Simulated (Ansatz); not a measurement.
# Na, element substitutions

Base system: Na in the bcc (W type) structure (space group Im-3m, No. 229).

```
CELL_PARAMETERS angstrom
     -2.08531     2.08531     2.08531
      2.08531    -2.08531     2.08531
      2.08531     2.08531    -2.08531
ATOMIC_POSITIONS crystal
  Na 0.00000 0.00000 0.00000
```

Each row replaces one element on all its sites; cell and atoms are relaxed.

Method: plane-wave PAW DFT at the PBEsol level (Ansatz, a first-principles code, 420 eV), no spin-orbit coupling.

Base values:

| Item | Value |
|---|---|
| Lattice parameter a | 417.1 pm |

**Question.** The aim is a lattice parameter a between 349.2 pm and 378.7 pm. Which of these changes reaches it?
(A) Na → Al
(B) Na → Rb
(C) Na → Cs
(D) Na → Pr

**Answer.** D, Na → Pr. It gives 368.4 pm; Na → Cs gives 600.6 pm; Na → Al gives 321.3 pm; Na → Rb gives 556.6 pm. Changes not listed may reach it too

Other magnetic orders, which the real material may have, were not ruled out. Open 4f shells without U are poorly described, and the f state was not checked. No phonon test of stability was made. For Al in this form, whether it has been made was not checked. Spin-polarised in the final run: Pr; the other runs are not. This is not the structure that Pr has at room temperature and ambient pressure. This is not the structure that Al has at room temperature and ambient pressure.
